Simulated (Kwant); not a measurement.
System: In0.53Ga0.47As/In0.52Al0.48As stack with 1 barrier. One parabolic valley. Leads of mass 0.041 mₑ with the band edge at 0; grid 0.1 nm; bias 0 V, dropping linearly over the stack.

| layer | thickness (nm) | band offset (eV) | mass (mₑ) |
|---|---|---|---|
| 1 | 4.7 | 0.52 | 0.075 |

Constants are typed, rounded textbook-type inputs, not results; the design itself was drawn at random and stands for no fabricated device.

Kwant, one-band effective-mass tight-binding model in one dimension, coherent, no space charge.

Task: Work out the transmission below the barrier top from T = 1/(1 + ((ζ + 1/ζ)/2)² sinh²(κa)), ζ = (k/m_lead)/(κ/m_barrier).

Result: E = 0.0518 eV: k = 0.2361 nm⁻¹, κ = 0.9600 nm⁻¹, ζ = 0.4499, T = 0.000270. The simulation gives 0.000271, the same within the digits that matter. E = 0.1502 eV: k = 0.4020 nm⁻¹, κ = 0.8532 nm⁻¹, ζ = 0.8620, T = 0.00129. The simulation gives 0.00129, the same within the digits that matter. E = 0.2289 eV: k = 0.4963 nm⁻¹, κ = 0.7570 nm⁻¹, ζ = 1.199, T = 0.00314. The simulation gives 0.00314, the same within the digits that matter. What differs comes from the grid.
